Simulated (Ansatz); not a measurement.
**PbSe: Se interstitial (started 2.68 Å from the nearest host atom), symmetric start**

Take an 8-atom supercell of PbSe in the rock salt structure (space group Fm-3m, No. 225; a = 6.1780 Å) at its relaxed geometry as the base.

It is then changed as follows: a neutral Se interstitial (started 2.68 Å from the nearest host atom), symmetric start, atoms relaxed at fixed cell.

Calculations: Ansatz (a first-principles code), r2SCAN, PAW, cutoff 500 eV, spin-orbit coupling left out. k-mesh 4×4×4 (Γ-centred); smearing 0.01 eV (Fermi–Dirac).

The pressure grows by 8.9 GPa, from 0.1 GPa to 9.0 GPa and the largest displacement of a host atom from its site in the perfect cell amounts to 0.24 Å. The final site of the added atom amounts to 4 Se at 2.82 Å and 4 Pb at 2.91 Å (cubic).

Final structure:

```yaml
crystal:
  lattice:
    - [-6.17802, 0.00000, 0.00000]
    - [0.00000, 0.00000, 6.17802]
    - [0.00000, 6.17802, 0.00000]
  atoms:
    - { symbol: Se, position: [0.98619, 0.98619, 0.98619] }
    - { symbol: Se, position: [0.51381, 0.98619, 0.51381] }
    - { symbol: Se, position: [0.51381, 0.51381, 0.98619] }
    - { symbol: Se, position: [0.98619, 0.51381, 0.51381] }
    - { symbol: Pb, position: [0.52233, 0.52233, 0.52233] }
    - { symbol: Pb, position: [0.97767, 0.52233, 0.97767] }
    - { symbol: Pb, position: [0.97767, 0.97767, 0.52233] }
    - { symbol: Pb, position: [0.52233, 0.97767, 0.97767] }
    - { symbol: Se, position: [0.25000, 0.25000, 0.25000] }
```

Other magnetic orders, which the real material may have, were not ruled out. In so small a cell the defect repeats every few ångströms: this is an ordered compound, not a dilute defect. A case with no gap was solved on a k-mesh chosen for an insulator, which is coarse for it. The defect started on the symmetric site and kept its symmetry, so it may sit on a saddle. Seeded moments were not kept for Se interstitial (started 2.68 Å from the nearest host atom). The defect cell is spin-polarised and ends with 0.3 μB, a fractional moment that hangs on the mesh and smearing.
